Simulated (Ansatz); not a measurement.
NaSrH3 (model structure, started from the KMgH3 type, Pm-3m, No. 221, 5 atoms in the cell)

Level of theory: PBE0 in Ansatz (plane waves, PAW).

Numerical settings: plane-wave cutoff 460 eV, 6×6×6 k mesh, Fermi–Dirac smearing 0.01 eV, scalar-relativistic PAW data made under PBE.

Cell (relaxed with PBEsol):

```yaml
crystal:
  lattice:
    - [4.64082, 0.00000, 0.00000]
    - [0.00000, 4.64082, 0.00000]
    - [0.00000, 0.00000, 4.64082]
  atoms:
    - { symbol: Na, position: [0.00000, 0.00000, 0.00000] }
    - { symbol: Sr, position: [0.50000, 0.50000, 0.50000] }
    - { symbol: H, position: [0.50000, 0.00000, 0.50000] }
    - { symbol: H, position: [0.00000, 0.50000, 0.50000] }
    - { symbol: H, position: [0.50000, 0.50000, 0.00000] }
```

```yaml
band_gap: 3.63 eV (on the SCF k mesh)
smallest_direct_gap_on_the_k_points_sampled: 3.97 eV
"Γ–Γ gap": 8.42 eV
```

Note: the relaxation could raise the start's symmetry but not lower it, so the cell can be a saddle point; cell and atoms aren't relaxed at this level (pressure 0.7 GPa).

Spin–orbit coupling is not included.

The computed numbers hold no vibrational or temperature effects.

A model structure was made by putting elements into a prototype or built by hand; it is no filed structure, need not be a known phase, and can be a saddle point held by its symmetry.

Ansatz is a program for electronic structure.
